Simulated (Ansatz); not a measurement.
Base system: Mo in the bcc (W type) structure (space group Im-3m, No. 229; a = 3.130 Å; relaxed with 0.1 eV smearing). Axes: x, y, z lie along the cube axes.

The values are results of plane-wave PAW DFT at the PBEsol level (Ansatz, an electronic-structure program, 420 eV), no SOC, not measurements.

For the base:

| Property | Result |
|---|---|
| Shortest interatomic distance | 2.711 Å |

One thing is altered: the cell is stretched by 0.50 % along z with no lateral relaxation; the atoms relax in the strained cell.

What does the calculation give for the energy relative to the base after the change?

The energy goes up by 0.6 meV/atom.

What does the calculation give for the stress after the change?

The stress (xx, yy, zz, yz, xz, xy; compression positive) amounts to (-0.9, -0.9, -2.4, 0.0, 0.0, 0.0) GPa.

What does the calculation give for the shortest interatomic distance after the change?

The shortest interatomic distance rises by 0.0045 Å to 2.715 Å.

No phonon test of stability was made. All final runs are without spin polarisation.
